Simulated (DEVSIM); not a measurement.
Model (solved in DEVSIM): 1D drift-diffusion, Boltzmann statistics, complete ionisation; no tunnelling, impact ionisation, image-force lowering or self-heating.

Structure: abrupt GaSb n-p junction, at 350 K.

```csv
layer (left to right),material,thickness (μm),Nd (cm⁻³),Na (cm⁻³),τn (s),τp (s)
1,GaSb,49.0,1e15,-,5.2e-9,5.2e-9
2,GaSb,0.490,-,7.3e17,5.2e-9,5.2e-9
```

Left contact: ohmic. Right contact: ohmic. Voltage is applied to the left contact. Recombination: SRH at mid-gap, Auger. Mobility is constant in doping. Where it depends on doping, it is μmin + (μ − μmin)/(1 + (N/Nref)^α).

This is a model device: material constants are rounded textbook-type values typed into the input, and sizes, dopings and lifetimes were drawn at random. Values at 300 K; Nc and Nv go as T^1.5, mobilities as T to minus their exponent, the gap by Varshni's rule with the affinity fixed. The table also holds parameters that only a changed run uses.

```csv
parameter,GaSb
gap (eV),0.726
affinity (eV),4.06
permittivity,15.7
Nc (cm⁻³),2.1e17
Nv (cm⁻³),1.8e19
μn (cm²/Vs),5000
μp (cm²/Vs),850
"μn,min",1000
"μp,min",190
"Nref,n",2.8e17
"Nref,p",9e17
αn,1.05
αp,0.65
T exponent of μn,2
T exponent of μp,1.7
Cn (cm⁶/s),5e-30
Cp (cm⁶/s),5e-30
Varshni α (eV/K),0.00042
Varshni β (K),140
```

One input was changed, with this effect: potential step across the device at zero bias little changed (0.435 V); dark forward voltage at 100 A/cm² 0.945 → 1.049 V; dark forward voltage at 1 A/cm² 0.174 → 0.141 V.

Problem. Which change was it?
(A) minority lifetime in layer 2 5.2e-09 → 1.6e-09 s
(B) Auger recombination switched off
(C) minority lifetime in layer 1 5.2e-09 → 5.2e-10 s
(D) doping Nd of layer 1 1e+15 → 3e+15 cm^-3
(E) doping-dependent mobility in place of the constant one

Solution. C, minority lifetime in layer 1 5.2e-09 → 5.2e-10 s
